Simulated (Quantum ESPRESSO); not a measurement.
# A worked fit of the pressure against the volume, with one run withheld: ZnS (P6_3mc, 12 atoms in the cell)

```
ZnS
1.0
    3.71771     0.00000     0.00000
   -1.85885     3.21963     0.00000
    0.00000     0.00000    18.23605
Zn S
6 6
Cartesian
  0.00000   2.14642  15.19537
  1.85886   1.07321   6.07735
  1.85886   1.07321  12.16089
  0.00000   2.14642   3.04287
  0.00000   0.00000   9.11693
  0.00000   0.00000  18.23496
  0.00000   2.14642  17.47233
  1.85886   1.07321   8.35430
  1.85886   1.07321  14.43767
  0.00000   2.14642   5.31964
  0.00000   0.00000  11.39954
  0.00000   0.00000   2.28151
```

Computed with PBE, GBRV 1.5 ultrasoft (PBE) pseudopotentials (plane waves; Quantum ESPRESSO).

Base settings: ecutwfc = 50 Ry; ecutrho = 250 Ry; occupations = fixed; potentials = {Zn: zn_pbe_v1.uspp.F.UPF, S: s_pbe_v1.4.uspp.F.UPF}; K_POINTS = automatic 4 4 1 0 0 0; nbnd = 80; conv_thr = 1e-10 Ry; mixing_beta = 0.7.

The starting cell comes from a database of computed structures (which also holds hypothetical and non-ambient phases and stackings), without a prior relaxation at this level. Its lattice was rescaled by a random factor within 2.5 % of one. In the cell shown, with a pressure of about 9 GPa the cell is away from its equilibrium volume at this level.

Murnaghan's equation with B′ set to 4 (a common value, assumed and not fitted) makes the pressure a straight line in x = (V₁/V)⁴, here with V₁ = 18.190 Å³/atom: P = a + b·x. The rows are the cell shown with its lattice scaled (for instance lattice scaled by 0.97, lattice scaled by 0.985, lattice scaled by 1.015, lattice scaled by 1.03); fractional positions and shape were held. Pulay stress at this cutoff, if any, shifts all pressures roughly alike and V₀ with them.

```
volume (Å³/atom)  (V₁/V)⁴  pressure (GPa)
----------------  -------  --------------
19.877             0.7013            0.99
19.021             0.8364               ?
18.190             1.0000            9.01
17.384             1.1988           14.37
16.601             1.4414           20.86
```

Problem. Fit the line to the 4 rows given and predict the withheld one.

Solution. Means: x̄ = 1.0854, ȳ = 11.307. Σ(x − x̄)(y − ȳ) = 7.907 and Σ(x − x̄)² = 0.2944, so b = 26.86 and a = ȳ − b·x̄ = -17.847; P = 0 at x₀ = −a/b = 0.6644, so V₀ = V₁·x₀^(−1/4) = 20.15 Å³/atom and B₀ = 4·b·x₀ = 71 GPa (for B′ = 4 and held positions; extrapolated beyond the rows). The largest residual of the fitted rows is 0.017. At x = 0.8364 the line gives 4.62 GPa. The run gave 4.60 GPa, a miss of 0.02 GPa. The rows were chosen because the form fits them, the withheld one included, so this shows the method and is no test of the form.

Left out of this page: 5 runs of the series outside the window shown, repeating another row's setting, or not comparable.
